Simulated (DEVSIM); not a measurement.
System: Cr/AlN/n-Ge capacitor, at 250 K.

```csv
layer (left to right),material,thickness (nm),Nd (cm⁻³)
1,AlN,15.0,-
2,Ge,4200,2e16
```

Metal gate on the left, work function 4.5 eV. Fixed charge at the semiconductor interface 0 cm⁻² (in units of +e); no interface traps.

This is a model device: material constants are rounded textbook-type values typed into the input, and sizes, dopings and lifetimes were drawn at random. Values at 300 K; Nc and Nv go as T^1.5, mobilities as T to minus their exponent, the gap by Varshni's rule with the affinity fixed.

```csv
parameter,AlN,Ge
gap (eV),6.1,0.664
affinity (eV),1.9,4
permittivity,8.5,16
Nc (cm⁻³),-,1.04e19
Nv (cm⁻³),-,6e18
Varshni α (eV/K),-,0.000477
Varshni β (K),-,235
```

Model (solved in DEVSIM): 1D Poisson equation in equilibrium, Boltzmann statistics, complete ionisation; no quantum confinement or tunnelling. Metal contacts follow the ideal Schottky-Mott rule: no Fermi-level pinning, no interface dipoles.

Base results: threshold voltage (band bending 2φF) (V) -0.19; flat-band voltage (V) 0.37.

### Question
What follows from this one change: fixed charge 0 → -3.9e+11 cm^-2?

### Answer
threshold voltage (band bending 2φF) -0.19 → -0.07 V; flat-band voltage 0.37 → 0.50 V.

### Question
What follows from this one change: gate work function 4.5 → 4.65 eV?

### Answer
threshold voltage (band bending 2φF) -0.19 → -0.04 V; flat-band voltage 0.37 → 0.52 V.
